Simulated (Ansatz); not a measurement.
Input:

```yaml
crystal:
  lattice:
    - [3.91270, 0.00000, 0.00000]
    - [0.00000, 5.53339, 0.00000]
    - [0.00000, 2.76670, 2.76670]
  atoms:
    - { symbol: Sr, position: [0.00000, 0.00000, 0.00000] }
    - { symbol: Ti, position: [0.50000, 0.50000, 0.00000] }
    - { symbol: O, position: [0.50000, 0.50000, 0.50000] }
    - { symbol: O, position: [0.50000, 0.00000, 0.50000] }
    - { symbol: O, position: [0.00000, 0.50000, 0.00000] }
```

Space group of this cell: Pm-3m, cubic perovskite. The cell is taken as given; by r2SCAN its mean pressure is -0.8 GPa.

Level of theory: r2SCAN (plane waves, PAW; Ansatz, a program for electronic structure).

The current runs along the normal of the first two printed vectors; no spin-orbit coupling. Scaled by the factor s: both lengths across the current (ions clamped). The meshes follow the cell: 8×12×12 and 8×6 across at s = 0.98, 12×12×12 and 8×6 across at s = 1.00, 8×12×12 and 8×6 across at s = 1.02.

```tsv
s	mean pressure (GPa)	band gap (eV)
0.98	7.4	?
1.00	-0.8	2.25
1.02	-7.5	2.10
```

Task: Take the slope of the band gap against ln s from the two given rows, extrapolate to s = 0.98, and say what the run there gives.

Result: Slope = (2.10 − 2.25) / ln 1.02 = -7.57 eV. The line gives 2.25 + (-7.57) × ln 0.98 = 2.40 eV. The run gives 2.29 eV, 0.11 eV under the line, 74 % of the predicted step.
